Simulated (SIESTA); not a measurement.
Input and output of a self-consistent single point for Cd₃Pt (I4/mmm, 4 atoms in the cell) (SIESTA).

Method: LDA PW92, numerical atomic orbitals DZP, PseudoDojo LDA standard norm-conserving potentials (rewritten from UPF to PSML) in SIESTA 5.4.2.

The change in words: lattice scaled by 0.98. Reference geometry:
```yaml
crystal:
  lattice:
    - [-2.07600, 2.07600, 4.31568]
    - [2.07600, -2.07600, 4.31568]
    - [2.07600, 2.07600, -4.31568]
  atoms:
    - { symbol: Cd, position: [0.75000, 0.25000, 0.50000] }
    - { symbol: Cd, position: [0.25000, 0.75000, 0.50000] }
    - { symbol: Cd, position: [0.50000, 0.50000, 0.00000] }
    - { symbol: Pt, position: [0.00000, 0.00000, 0.00000] }
```

Reference input (self-consistent single point, DFT, LDA PW92, numerical atomic orbitals DZP, PseudoDojo LDA standard norm-conserving potentials (rewritten from UPF to PSML)): XC.functional = LDA; XC.authors = PW92; potentials = PseudoDojo LDA standard; PAO.BasisSize = DZP; PAO.EnergyShift = 0.01 Ry; MeshCutoff = 350 Ry; kgrid.MonkhorstPack = 9 9 9; OccupationFunction = FD; ElectronicTemperature = 1160.45 K; MaxSCFIterations = 150; SCF.Mixer.Method = Broyden; SCF.Mixer.Weight = 0.1. This run's input differs from it in these lines:

```diff
@@ -12,5 +12,5 @@
 %block LatticeVectors
-    -2.076000000    2.076000000    4.315680000
-     2.076000000   -2.076000000    4.315680000
-     2.076000000    2.076000000   -4.315680000
+    -2.034480000    2.034480000    4.229366000
+     2.034480000   -2.034480000    4.229366000
+     2.034480000    2.034480000   -4.229366000
 %endblock LatticeVectors
```

Output, abridged:

```
        iscf     Eharris(eV)        E_KS(eV)     FreeEng(eV)     dDmax    Ef(eV) dHmax(eV)
   scf:    1   -17826.973161   -17852.155663   -17852.194356  1.380456 -0.946022 11.852937
   scf:    2   -17860.035852   -17856.342107   -17856.382301  0.186400 -1.261419  7.531575
   scf:    3   -17863.374797   -17860.985017   -17861.025010  0.376216 -1.864691  2.419329
   scf:    4   -17861.504244   -17861.339628   -17861.380141  0.189478 -1.952998  0.539630
   scf:    5   -17861.350605   -17861.354685   -17861.395847  0.046135 -1.928421  0.389141
   [... 11 lines left out ...]
   scf:   17   -17861.360180   -17861.360180   -17861.401173  0.000015 -1.962359  0.000395
   scf:   18   -17861.360180   -17861.360180   -17861.401173  0.000011 -1.962376  0.000337
   scf:   19   -17861.360180   -17861.360180   -17861.401173  0.000010 -1.962392  0.000287
   scf:   20   -17861.360180   -17861.360180   -17861.401173  0.000008 -1.962403  0.000247
SCF Convergence by DM+H criterion
max |DM_out - DM_in|         :     0.0000079084
max |H_out - H_in|      (eV) :     0.0002469133
SCF cycle converged after 20 iterations

Using DM_out to compute the final energy and forces

siesta: E_KS(eV) =           -17861.3602

siesta: E_KS - E_eggbox =    -17861.3602

siesta: Atomic forces (eV/Ang):
     1   -0.000031    0.000031    0.000000
     2    0.000031   -0.000031   -0.000000
     3   -0.000000   -0.000000    0.000000
     4   -0.000000   -0.000000   -0.000000
   Tot   -0.000000   -0.000000    0.000000
   Max    0.000031
   Res    0.000018    sqrt( Sum f_i^2 / 3N )
   Max    0.000031    constrained

Stress tensor Voigt[x,y,z,yz,xz,xy] (kbar):       38.41       38.41       46.50        0.14        0.14        0.50
(Free)E + p*V (eV/cell)   -17863.1977
   [... lines left out ...]
siesta: FreeEng =    -17861.401173
   [... lines left out ...]
siesta:     0.023974    0.000310    0.000084
siesta:     0.000310    0.023974    0.000084
siesta:     0.000084    0.000084    0.029022

siesta: Cell volume =         70.023225 Ang**3

siesta: Pressure (static):
siesta:                Solid            Molecule  Units
siesta:          -0.00027944         -0.00027944  Ry/Bohr**3
siesta:          -0.02565662         -0.02565722  eV/Ang**3
siesta:         -41.10644366        -41.10739992  kBar
```

The run converged in 20 iterations. Against the reference run the free energy goes down by 56.9 meV/atom and the pressure goes from -12.05 to -4.11 GPa.

The starting cell comes from a database of computed structures (which also holds hypothetical and non-ambient phases and stackings), without a prior relaxation at this level. For this run, on top of that: lattice scaled by 0.98. Spin polarisation is off. Values carry the incompleteness of an atom-centred basis. With a pressure of about -4 GPa the cell is away from its equilibrium volume at this level.

Cost on one core of a shared machine: roughly 80 s.
